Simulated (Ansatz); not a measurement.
An Ansatz (a program for electronic structure) run: C with a change (S on a C site); Ansatz, PBE-D3(BJ), PAW, cutoff 420 eV, spin-orbit coupling left out.

Input:

Ansatz 0.2 input:
```yaml
crystal:
  lattice:
    - [6.1625039277, -2.134753981, 0]
    - [-1.2325007855, 6.4042619428, 0]
    - [-2.4650015711, 0, 6.7304554698]
  atoms:
    - { symbol: S, position: [0.1106303109, 0.0338831889, 0.251896466] }
    - { symbol: C, position: [0.5327867608, 0.18299248, 0.2491142781] }
    - { symbol: C, position: [0.3988636948, 0.4667686851, 0.2525424849] }
    - { symbol: C, position: [0.2432021084, 0.7478551225, 0.2484656114] }
    - { symbol: C, position: [0.9649397997, 0.325652379, 0.2499495916] }
    - { symbol: C, position: [0.8221715031, 0.6092257701, 0.2471280144] }
    - { symbol: C, position: [0.6827535242, 0.9011685276, 0.2523453787] }
    - { symbol: C, position: [0.3264327274, 0.1127437894, 0.7524446183] }
    - { symbol: C, position: [0.7512713438, 0.2524030044, 0.7496272572] }
    - { symbol: C, position: [0.6047564711, 0.5410908841, 0.751073069] }
    - { symbol: C, position: [0.4739009249, 0.8270307824, 0.7510317487] }
    - { symbol: C, position: [0.1764007136, 0.3900569462, 0.7488027878] }
    - { symbol: C, position: [0.0363599196, 0.6787314403, 0.7516342457] }
    - { symbol: C, position: [0.8882691877, 0.962730744, 0.7509030603] }
    - { symbol: C, position: [0.1566571735, 0.2714041513, 0.2485936292] }
    - { symbol: C, position: [0.5800672039, 0.4163666537, 0.2528912012] }
    - { symbol: C, position: [0.4388195565, 0.7022659543, 0.2499631119] }
    - { symbol: C, position: [0.2996754422, 0.9914972419, 0.2549617941] }
    - { symbol: C, position: [0.0072676392, 0.5540212537, 0.2524124313] }
    - { symbol: C, position: [0.8674209737, 0.8447337544, 0.2455127038] }
    - { symbol: C, position: [0.7309030547, 0.1311512395, 0.2528256724] }
    - { symbol: C, position: [0.5595779353, 0.2973821045, 0.7504363016] }
    - { symbol: C, position: [0.9894109186, 0.4436592511, 0.7545709256] }
    - { symbol: C, position: [0.8495710882, 0.7308579272, 0.7467246764] }
    - { symbol: C, position: [0.7010183387, 0.0152722268, 0.7517128629] }
    - { symbol: C, position: [0.4154737545, 0.5823912768, 0.7473212339] }
    - { symbol: C, position: [0.2770325215, 0.8702527029, 0.747824964] }
    - { symbol: C, position: [0.1341245707, 0.1515493331, 0.7489487024] }
basis: { ecutwfc: 420, ecutrho_ratio: 4, xc_grid: 2, fft_grid_basis: typed }
kpoints: { mp_grid: { grid: [5, 5, 4] } }
hamiltonian:
  xc: pbe
  dispersion: d3bj
  pseudopotentials: { kind: paw }
scf: { occupations: { method: fermi_dirac, width: 0.05 }, convergence: { dr2_threshold: 0.0000000028 } }
relax: { f_tol: 0.02, max_steps: 45 }
output: { forces: true, stress: true }
checkpoint: { write: state.ck, write_every: 1000 }
```

Output (explanatory and most iteration lines left out):

```
Relaxation: its limit of steps is 45 (relax.max_steps)
Pseudopotential: S, paw, valence charge 6
Pseudopotential: C, paw, valence charge 4
Crystal: 28 atoms, lattice volume = 247.918 Å³
Basis set: ecut = 420 eV, 4825 PW (Γ), exchange–correlation on 90×90×96 points (8 copies of the dense FFT grid, shifted against one another)
Bands: 85, of which v1, the nominal top of the filled ones, is band 57 counted from 1 (56 counted from 0)
Symmetry: 1 space group operations
Space group: P1 (ITA 1), of the structure as read, at distance tolerance 6.3e-5 Å
k-points: 51 of 100 (time reversal used)
Functional: x = pbe(κ = 0.804, μ = 0.2195149727645171), c = pbe(β = 0.06672455060314922)
SCF iter   1: F=—  HF=-7670.849031 eV  |F-HF|=—  |Δ(HF+E_count)|=         —  Δρ=8.25e-3  dr2=3.08e-1  ethr=1.77e-3  ⟨swp⟩=8.0  Hψ=23014  notcnv=0  defer=700
SCF iter   2: F=—  HF=-7670.789530 eV  |F-HF|=—  |Δ(HF+E_count)|=   5.95e-2  Δρ=4.47e-3  dr2=8.70e-2  ethr=2.70e-4  ⟨swp⟩=2.4  Hψ=6412  notcnv=0  defer=911
SCF 1 converged in 11 iterations: F = -7670.772094 eV  dr2 = 1.83e-9
relax step   1: F+E_penalty+E_count = -7670.77209436 eV  Δ(F+E_penalty+E_count) = +0.000e0 eV  max|allowed force component| = 1.481e1 eV/Å  Δτ_max = 0.0000 Å  (11 SCF iters, accepted)
Crystal: 28 atoms, lattice volume = 247.918 Å³
SCF iter   1: F=—  HF=-7674.466855 eV  |F-HF|=—  |Δ(HF+E_count)|=         —  Δρ=2.13e-2  dr2=1.07e0  ethr=9.63e-4  ⟨swp⟩=1.0  Hψ=16230  notcnv=0  defer=951
SCF iter   2: F=—  HF=-7674.226565 eV  |F-HF|=—  |Δ(HF+E_count)|=   2.40e-1  Δρ=1.09e-2  dr2=2.80e-1  ethr=9.42e-4  ⟨swp⟩=2.4  Hψ=5350  notcnv=0  defer=951
SCF 2 converged in 12 iterations: F = -7674.141383 eV  dr2 = 5.04e-10
relax step   2: F+E_penalty+E_count = -7674.14138271 eV  Δ(F+E_penalty+E_count) = -3.369e0 eV  max|allowed force component| = 7.609e0 eV/Å  Δτ_max = 0.1085 Å  (12 SCF iters, accepted)
Crystal: 28 atoms, lattice volume = 247.918 Å³
SCF iter   1: F=—  HF=-7675.670915 eV  |F-HF|=—  |Δ(HF+E_count)|=         —  Δρ=2.27e-2  dr2=1.05e0  ethr=9.25e-4  ⟨swp⟩=1.3  Hψ=20335  notcnv=0  defer=575
SCF iter   2: F=—  HF=-7675.566092 eV  |F-HF|=—  |Δ(HF+E_count)|=   1.05e-1  Δρ=1.15e-2  dr2=6.59e-1  ethr=9.25e-4  ⟨swp⟩=3.5  Hψ=7409  notcnv=0  defer=594
SCF 3 converged in 12 iterations: F = -7675.363732 eV  dr2 = 6.38e-10
relax step   3: F+E_penalty+E_count = -7675.36373239 eV  Δ(F+E_penalty+E_count) = -1.222e0 eV  max|allowed force component| = 2.595e0 eV/Å  Δτ_max = 0.2000 Å  (12 SCF iters, accepted)
Crystal: 28 atoms, lattice volume = 247.918 Å³
SCF iter   1: F=—  HF=-7676.747362 eV  |F-HF|=—  |Δ(HF+E_count)|=         —  Δρ=3.21e-2  dr2=2.06e0  ethr=1.81e-3  ⟨swp⟩=1.0  Hψ=20420  notcnv=0  defer=475
SCF iter   2: F=—  HF=-7676.864661 eV  |F-HF|=—  |Δ(HF+E_count)|=   1.17e-1  Δρ=1.75e-2  dr2=2.44e0  ethr=1.81e-3  ⟨swp⟩=3.1  Hψ=7063  notcnv=0  defer=475
SCF 4 converged in 13 iterations: F = -7676.106206 eV  dr2 = 2.73e-10
relax step   4: F+E_penalty+E_count = -7676.10620628 eV  Δ(F+E_penalty+E_count) = -7.425e-1 eV  max|allowed force component| = 3.317e0 eV/Å  Δτ_max = 0.1908 Å  (13 SCF iters, accepted)
Crystal: 28 atoms, lattice volume = 247.918 Å³
SCF iter   1: F=—  HF=-7677.361497 eV  |F-HF|=—  |Δ(HF+E_count)|=         —  Δρ=2.05e-2  dr2=1.01e0  ethr=8.60e-4  ⟨swp⟩=1.0  Hψ=17824  notcnv=0  defer=846
SCF iter   2: F=—  HF=-7677.107303 eV  |F-HF|=—  |Δ(HF+E_count)|=   2.54e-1  Δρ=9.44e-3  dr2=1.43e-1  ethr=8.60e-4  ⟨swp⟩=2.1  Hψ=5441  notcnv=0  defer=846
SCF 5 converged in 11 iterations: F = -7677.071223 eV  dr2 = 1.47e-10
relax step   5: F+E_penalty+E_count = -7677.07122255 eV  Δ(F+E_penalty+E_count) = -9.650e-1 eV  max|allowed force component| = 2.410e0 eV/Å  Δτ_max = 0.2000 Å  (11 SCF iters, accepted)
Crystal: 28 atoms, lattice volume = 247.918 Å³
[...]
--- Stress (GPa, compression-positive) ---
        9.582349       0.007421       0.002242
        0.007421       9.518077      -0.041238
        0.002242      -0.041238       2.865490
  P = ⅓ Tr σ = 7.3220 GPa (73.220 kbar)
--- Relaxed structure (10 steps of the walk, 9 accepted, 0 SCFs on fresh bases) ---
  atoms:
    - { symbol: S, position: [0.15113341598139482, 0.05347348033743168, 0.3504951704068686] }
    - { symbol: C, position: [0.5347969567449455, 0.17874577123918103, 0.23345790013109846] }
    - { symbol: C, position: [0.38537845912897545, 0.46660426133131044, 0.22430180100402738] }
    - { symbol: C, position: [0.24103928670879093, 0.7474260793396938, 0.2247807064612128] }
    - { symbol: C, position: [0.9586029190866889, 0.3276327993297414, 0.2320814407239595] }
    - { symbol: C, position: [0.8095868228746398, 0.6029727269688779, 0.2321662360961715] }
    - { symbol: C, position: [0.6661748791149006, 0.8918748453982903, 0.22458417868784125] }
    - { symbol: C, position: [0.3313794283755218, 0.10974159564387057, 0.7738058524653989] }
    - { symbol: C, position: [0.7542143166163364, 0.2506107569243592, 0.7605230302104465] }
    - { symbol: C, position: [0.611225588537845, 0.5362942524851646, 0.7599646930830851] }
    - { symbol: C, position: [0.46802996268192826, 0.8219804059603326, 0.7592331539997692] }
    - { symbol: C, position: [0.18260043978421064, 0.3933742037627097, 0.7599395873109726] }
    - { symbol: C, position: [0.03968730750322991, 0.6791385960546485, 0.75981657863735] }
    - { symbol: C, position: [0.8977780522053023, 0.9651576455945915, 0.7619989520738285] }
    - { symbol: C, position: [0.15422524484629735, 0.2931427265858671, 0.2363303658063881] }
    - { symbol: C, position: [0.5759068039123373, 0.41487257789903276, 0.2322445232017961] }
    - { symbol: C, position: [0.4257061992585492, 0.7002701618150998, 0.21251522514026594] }
    - { symbol: C, position: [0.3079587092967647, 0.9855621054742101, 0.23811725683499455] }
    - { symbol: C, position: [0.004000819109636136, 0.5612344765565848, 0.23171286409983208] }
    - { symbol: C, position: [0.8465231491076782, 0.8324650636690998, 0.2364403227252898] }
    - { symbol: C, position: [0.7224598535373437, 0.13297830913355696, 0.23244366324646715] }
    - { symbol: C, position: [0.56644984318787, 0.29914839082978173, 0.7666830668886941] }
    - { symbol: C, position: [0.9909627384816083, 0.4406196369945306, 0.7572808979418327] }
    - { symbol: C, position: [0.849006479537503, 0.7266205017667012, 0.7594741961488959] }
    - { symbol: C, position: [0.7062496730183385, 0.012430168144651768, 0.759471692023985] }
    - { symbol: C, position: [0.4199626215241451, 0.5837387997849769, 0.758127678146397] }
    - { symbol: C, position: [0.2804021951663523, 0.8705478205164536, 0.7660291868611508] }
    - { symbol: C, position: [0.13831699587086804, 0.1564806556592517, 0.767638602441981] }
```

In so small a cell the defect repeats every few ångströms: this is an ordered compound, not a dilute defect. The cell was made from C in the graphite type structure (space group P6_3/mmc, No. 194; layered, stacked along the Cartesian z axis) by this change: S on a C site. The defect cell is not spin-polarised.
